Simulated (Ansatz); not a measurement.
**A computed series for MoS2: carrier doping**

Base system: MoS2 (space group R3m, No. 160; layered, stacked along the Cartesian z axis).

```
CELL_PARAMETERS angstrom
      1.58761     0.91661     6.19494
     -1.58761     0.91661     6.19494
      0.00000    -1.83321     6.19494
ATOMIC_POSITIONS crystal
  Mo 0.00000 0.00000 0.00000
  S  0.75030 0.75030 0.75030
  S  0.58300 0.58300 0.58300
```

Carriers are added at fixed cell with a uniform background; the Fermi–Dirac width is that of 300 K.

Method: r2SCAN+rVV10, PAW, 500 eV (Ansatz, a first-principles code; without spin-orbit coupling).

Notes on the quantities. Fermi level from band edge: Fermi level relative to the doped band's edge (positive inside the band; to 0.05 eV).

```json
[
 {"case": "undoped", "Fermi level from band edge": "–", "gap character": "indirect, T → k = (0.143, 0.476, -0.191) in the run's primitive reciprocal basis", "gap between the host's bands": "1.02 eV"},
 {"case": "electrons 2.0×10^21 cm⁻³", "Fermi level from band edge": "+0.15 eV", "gap character": "indirect, T → Γ–S₀ (56 % along)", "gap between the host's bands": "1.02 eV"},
 {"case": "electrons 3.0×10^21 cm⁻³", "Fermi level from band edge": "+0.20 eV", "gap character": "indirect, T → Γ–S₀ (56 % along)", "gap between the host's bands": "1.01 eV"},
 {"case": "electrons 5.0×10^21 cm⁻³", "Fermi level from band edge": "+0.30 eV", "gap character": "indirect, T → Γ–S₀ (56 % along)", "gap between the host's bands": "1.00 eV"},
 {"case": "electrons 7.0×10^21 cm⁻³", "Fermi level from band edge": "+0.40 eV", "gap character": "indirect, T → Γ–S₀ (50 % along)", "gap between the host's bands": "0.98 eV"},
 {"case": "holes 2.0×10^21 cm⁻³", "Fermi level from band edge": "+0.70 eV", "gap character": "indirect, T → k = (0.143, 0.476, -0.191) in the run's primitive reciprocal basis", "gap between the host's bands": "0.98 eV"},
 {"case": "holes 3.0×10^21 cm⁻³", "Fermi level from band edge": "+0.80 eV", "gap character": "indirect, T → k = (0.143, 0.476, -0.191) in the run's primitive reciprocal basis", "gap between the host's bands": "0.97 eV"},
 {"case": "holes 5.0×10^21 cm⁻³", "Fermi level from band edge": "+0.95 eV", "gap character": "indirect, T → k = (0.143, 0.476, -0.191) in the run's primitive reciprocal basis", "gap between the host's bands": "0.95 eV"},
 {"case": "holes 7.0×10^21 cm⁻³", "Fermi level from band edge": "+1.05 eV", "gap character": "indirect, T → k = (0.143, 0.476, -0.191) in the run's primitive reciprocal basis", "gap between the host's bands": "0.94 eV"}
]
```

Charged cell with a jellium background: band edges are those of the host's band count, energies are not comparable with the neutral cell, and many-body gap narrowing is missing. Stability against distortions was not tested.
